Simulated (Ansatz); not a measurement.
## ZnAu: pressure series

Consider ZnAu in the CsCl type structure (space group Pm-3m, No. 221; a = 3.129 Å).

Cell and atoms are relaxed at each pressure.

All numbers come from Ansatz (a quantum-chemistry and plane-wave program), PBEsol, PAW, cutoff 420 eV, no spin-orbit coupling.

```
pressure (GPa)  volume per atom (Å³/atom)
--------------  -------------------------
-2                                 15.538
-1                                 15.423
0                                  15.312
0.9                                15.218
2.1                                15.098
4.5                                14.873
15                                      ?
22.5                               13.643
30                                 13.272
```

Problem. Fit the third-order Birch–Murnaghan form P(V) = (3B₀/2)[(V₀/V)^(7/3) − (V₀/V)^(5/3)]·[1 + (3/4)(B₀′ − 4)((V₀/V)^(2/3) − 1)] (squares taken in P) to the rows shown and predict the withheld row.

Solution. Least squares on the printed values gives V₀ = 15.313 Å³/atom, B₀ = 143 GPa, B₀′ = 5.4; this predicts 14.082 Å³/atom, and the run gives 14.082 Å³/atom, in agreement.

Measured bulk modulus of ZnAu: 131 GPa (temperature not stated; as listed in Niraj K. Nepal et al., Phys. Rev. B (2020)); the computed value is for a static lattice, so the two differ by thermal effects too.

Load acts through the strain it causes; cell and atoms are relaxed under it. No phonon test of stability was made. Competing high-pressure phases were not computed.
